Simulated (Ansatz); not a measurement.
# Al2O3, response to strain

Take Al₂O₃ in the corundum structure (space group R-3c, No. 167; a = 4.809 Å, c = 13.124 Å (hexagonal axes)) as the base. Axes: x lies along a and z along c of the hexagonal cell.

Strains are applied to the cell and any free atomic positions relax; under biaxial strain the out-of-plane vector relaxes too.

Level of theory: PBE (Ansatz, an electronic-structure program, PAW, no spin-orbit coupling).

Notes on the quantities. in-plane stress: mean in-plane stress (compression positive); energy relative to the base: free energy F.

```csv
change,in-plane stress,energy relative to the base,band gap,out-of-plane strain,shortest interatomic distance
base,–,0 meV/atom,5.85 eV,–,1.874 Å
"biaxial strain +0.75 %, plane normal [001], relaxed out of plane",…,…,…,…,…
"biaxial strain +1.50 %, plane normal [001], relaxed out of plane",-7.8 GPa,+6.5 meV/atom,5.41 eV,-0.69 %,1.892 Å
"biaxial strain +2.25 %, plane normal [001], relaxed out of plane",-11.4 GPa,+14 meV/atom,5.19 eV,-1.03 %,1.901 Å
```

What belongs in the blanks?


- biaxial strain +0.75 %, plane normal [001], relaxed out of plane, in-plane stress: -4.0 GPa
- biaxial strain +0.75 %, plane normal [001], relaxed out of plane, energy relative to the base: +1.7 meV/atom
- biaxial strain +0.75 %, plane normal [001], relaxed out of plane, band gap: 5.63 eV
- biaxial strain +0.75 %, plane normal [001], relaxed out of plane, out-of-plane strain: -0.35 %
- biaxial strain +0.75 %, plane normal [001], relaxed out of plane, shortest interatomic distance: 1.883 Å

No phonon test of stability was made.
